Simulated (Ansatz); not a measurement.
## A computed series for InSb: element substitutions

Base system: InSb in the zinc blende structure (space group F-43m, No. 216).

```yaml
crystal:
  lattice:
    - [0.00000, 3.27796, 3.27796]
    - [3.27796, 0.00000, 3.27796]
    - [3.27796, 3.27796, 0.00000]
  atoms:
    - { symbol: Sb, position: [0.75000, 0.75000, 0.75000] }
    - { symbol: In, position: [0.00000, 0.00000, 0.00000] }
```

Each row replaces one element on all its sites; cell and atoms are relaxed.

Levels (all Ansatz, a program for electronic structure, PAW): r2SCAN (500 eV, no spin-orbit coupling); HSE06 (420 eV, without spin-orbit coupling).

Band gaps by level, all at the geometries relaxed with r2SCAN:

| case | r2SCAN | HSE06 |
|---|---|---|
| base | zero | 0.26 eV |
| In → Ga | 0.41 eV | ___ |
| Sb → P | 1.03 eV | ___ |

Some entries are withheld; estimate them.


- In → Ga, HSE06: 0.77 eV
- Sb → P, HSE06: 1.36 eV

Single points use the geometry relaxed with r2SCAN. HSE06 was sampled on its mesh, a few special points and the semilocal edge points, so its gap is an upper bound. Spin-orbit coupling, missing from the scalar runs, can matter with Sb. Whether these cells are dynamically stable was not tested. The final runs are not spin-polarised. Gaps under 0.05 eV, about the width of the smearing, are given as zero. A zero or small gap of InSb can be the functional's error rather than a property of the material.
